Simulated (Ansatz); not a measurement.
The structure below was relaxed with r2SCAN/PAW in Ansatz (a program for electronic structure), no spin-orbit coupling, at pressure 15 GPa.

Space group Fd-3m, origin choice 1 (No. 227); a = 5.2296 Å, b = 5.2296 Å, c = 5.2296 Å, α = 90.00°, β = 90.00°, γ = 90.00°

| atom | site | symmetry | x | y | z |
|---|---|---|---|---|---|
| Si | 8b | -43m | 0.5000 | 0.5000 | 0.5000 |

Problem. Write out a cell with all atoms.

Solution. 
```xyz
8
Lattice="5.2296 0.0000 0.0000 0.0000 5.2296 0.0000 0.0000 0.0000 5.2296" Properties=species:S:1:pos:R:3 pbc="T T T"
Si     0.0000     0.0000     2.6148
Si     1.3074     3.9222     1.3074
Si     0.0000     2.6148     0.0000
Si     1.3074     1.3074     3.9222
Si     2.6148     0.0000     0.0000
Si     3.9222     3.9222     3.9222
Si     2.6148     2.6148     2.6148
Si     3.9222     1.3074     1.3074
```
This is the conventional cell.

Load acts through the strain it causes; cell and atoms are relaxed under it. Whether these cells are dynamically stable was not tested. Measured, Si leaves this structure (for the β-tin structure) near 12 GPa (room temperature; as listed in arXiv:1906.07825). The cell was made from Si in the diamond structure (space group Fd-3m, No. 227) by this change: pressure 15 GPa.
